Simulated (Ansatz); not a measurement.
Data:

```xyz
2
Lattice="0.0000 2.8374 2.8374 2.8374 0.0000 2.8374 2.8374 2.8374 0.0000" Properties=species:S:1:pos:R:3 pbc="T T T"
Al     0.0000     0.0000     0.0000
As     4.2561     4.2561     4.2561
```

Method: PBEsol, rigid bands (plane waves, PAW, scalar-relativistic; Ansatz, a first-principles code). How the cell was made: cell and atoms relaxed with PBEsol.

Problem. What conductivity effective mass do dilute electrons have at 300 K?

Solution. 0.33 mₑ.

Problem. And the band gap?

Solution. 1.34 eV at this level; semilocal functionals usually fall short of the measured gap.

Rigid bands, one relaxation time for all states, no polarons. Spin-orbit coupling is left out; where it splits the top of the valence band it changes the hole mass and lowers the gap by about a third of the splitting.
